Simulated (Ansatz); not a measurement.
The reference is ZnGeP2 in the chalcopyrite structure (space group I-42d, No. 122; a = 5.3740 Å, c = 10.6255 Å). Axes: x, y, z lie along a, b, c of the conventional cell.

All numbers come from Kohn–Sham DFT with the LDA functional, run in Ansatz (a first-principles code) with PAW and 420 eV plane waves, without spin-orbit coupling.

Strains are applied to the cell and any free atomic positions relax; under biaxial strain the out-of-plane vector relaxes too.

One change was made to it. Results:

The smallest direct gap decreases by 0.27 eV, from 1.18 eV to 0.91 eV; the energy grows by 8.2 meV/atom; the valence-band top at Γ (three highest levels, from the VBM) goes from 0.00, -0.07, -0.07 eV to 0.00, -0.29, -0.29 eV; the gap character changes from indirect, Γ → M–S (33 % along) to indirect, Γ → Γ–M (40 % along).

Q: Name the change that was made.
A) biaxial strain +2.25 %, plane normal [001], relaxed out of plane
B) biaxial strain +0.75 %, plane normal [001], relaxed out of plane
C) biaxial strain +1.50 %, plane normal [001], relaxed out of plane

A: A, biaxial strain +2.25 %, plane normal [001], relaxed out of plane. For comparison, the energy relative to the base in the other runs: biaxial strain +0.75 %, plane normal [001], relaxed out of plane gives +0.9 meV/atom; biaxial strain +1.50 %, plane normal [001], relaxed out of plane gives +3.7 meV/atom.

Stability against distortions was not tested.
